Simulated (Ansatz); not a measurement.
The starting structures come from a database of crystals and need not be the phases stable at ambient conditions.

Tunnelling through a barrier is set by its complex band structure: the current falls as exp(−2κd) with the smallest κ.

Data:

```xyz
2
Lattice="3.6095 0.0000 0.0000 -1.8048 3.1259 0.0000 1.8048 1.0420 3.0073" Properties=species:S:1:pos:R:3 pbc="T T T"
Mg     0.0000     0.0000     0.0000
S      3.6095     2.0840     1.5037
```

The cell is strained (lengths across the current scaled by 0.98, ions clamped); by r2SCAN it stands under a pressure of 3.2 GPa.

Transport runs along the normal of the first two printed cell vectors, the (111) (indices of the unstrained crystal) plane of the conventional cell.

The gap is the functional's own. No spin-orbit coupling. Mid-gap values are those at the computed energy nearest the middle.

Task: Give the band gap and the smallest decay constant κ at mid-gap that r2SCAN run with Ansatz (a quantum-chemistry and plane-wave program) yields.

Result: Gap 3.46 eV on a 12×12×12 mesh; κ = 0.251 1/Å, at the zone centre.
